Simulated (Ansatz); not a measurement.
Results of HSE06 in Ansatz (PAW) for C (R-3m, No. 166, 4 atoms in the cell; start mp-569304; another form than the element's usual one).

The input as run:

Ansatz 0.2 input:
```yaml
crystal:
  lattice:
    - [1.2248983758, 0.707195407, 11.1871360241]
    - [-1.2248983758, 0.707195407, 11.1871360241]
    - [0.0, -1.414390814, 11.1871360241]
  atoms:
    - { symbol: C, position: [0.9411351254, 0.9411351254, 0.9411351254] }
    - { symbol: C, position: [0.0588648746, 0.0588648746, 0.0588648746] }
    - { symbol: C, position: [0.274464385, 0.274464385, 0.274464385] }
    - { symbol: C, position: [0.725535615, 0.725535615, 0.725535615] }
basis:
  ecutwfc: 460
  ecutrho_ratio: 4
  xc_grid: 2
kpoints:
  mp_grid: { grid: [12, 12, 12] }
hamiltonian:
  xc: hse06
  dispersion: none
  pseudopotentials: { azcp: { folder: ./paw }, kind: paw }
scf:
  occupations: { method: fermi_dirac, width: 0.01 }
  convergence: { dr2_threshold: 0.0000000004 }
output:
  forces: true
  stress: true
  eigenvalues: true
```

Excerpt of the program's output:

```
WARN output.stress: scf.exx.energy_threshold = 1e-6 eV is looser than the 4e-8 eV advised for a stress under a hybrid functional (1e-8 eV for each atom of the …
Crystal: 4 atoms, lattice volume = 58.145 Å³
Basis set: ecut = 460 eV, 1347 PW (Γ), FFT grids on a1−a3, a2−a3, a3, exchange–correlation on 36×36×160 points (8 copies of the dense FFT grid, shifted against one another)
Bands: 12, of which v1, the nominal top of the filled ones, is band 8 counted from 1 (7 counted from 0)
Symmetry: 12 space group operations
Space group: R-3m (ITA 166), of the structure as read, at distance tolerance 3.9e-5 Å
k-points: 189 of 1728
Initial density: superposition of atomic densities (chi_scale 0.1, normalization cell)
SCF iter   1: F=—  HF=-1006.171408 eV  |F-HF|=—  |Δ(HF+E_count)|=         —  Δρ=1.02e-1  dr2=5.54e0
SCF iter   2: F=—  HF=-1004.705018 eV  |F-HF|=—  |Δ(HF+E_count)|=    1.47e0  Δρ=5.77e-2  dr2=2.18e0
  ...
SCF 1 converged in 10 iterations: F = -1003.751561 eV  dr2 = 3.07e-11
Crystal: 4 atoms, lattice volume = 58.145 Å³
Initial density: handed on by an earlier stage of this run
Crystal: 4 atoms, lattice volume = 58.145 Å³
SCF iter   3: F=—  HF=-1003.781071 eV  |F-HF|=—  |Δ(HF+E_count)|=   9.51e-8  Δρ=3.38e-6  dr2=3.37e-9
SCF iter   4: F=-1003.781071 eV  HF=-1003.781071 eV  |F-HF|=6.73e-11  |Δ(HF+E_count)|=  1.46e-10  Δρ=7.60e-7  dr2=1.90e-10
SCF 3 converged in 4 iterations: F = -1003.781071 eV  dr2 = 1.90e-10
Free energy (F): -1003.781071 eV
Internal energy: -1003.780686 eV  (E = F + TS)
E sigma→0 (E₀):  -1003.780879 eV
Fermi energy:    2.575480 eV
--- Forces (eV/Å), atoms counted from 1 ---
  atom   1  C     -0.00000000    -0.00000000     0.00182384
  atom   2  C      0.00000000     0.00000000    -0.00182384
  atom   3  C      0.00000000     0.00000000    -0.00161448
  atom   4  C     -0.00000000     0.00000000     0.00161448
--- Stress (GPa, compression-positive) ---
       -0.037605      -0.000000       0.000000
       -0.000000      -0.037605      -0.000000
        0.000000      -0.000000      -0.003850
  P = ⅓ Tr σ = -0.0264 GPa (-0.264 kbar)
```

The PAW data were made under PBE.

The result took very roughly 8 core-minutes.

A start named mp-… is a Materials Project structure, which need not be a measured phase.

Ansatz is a program for electronic structure.
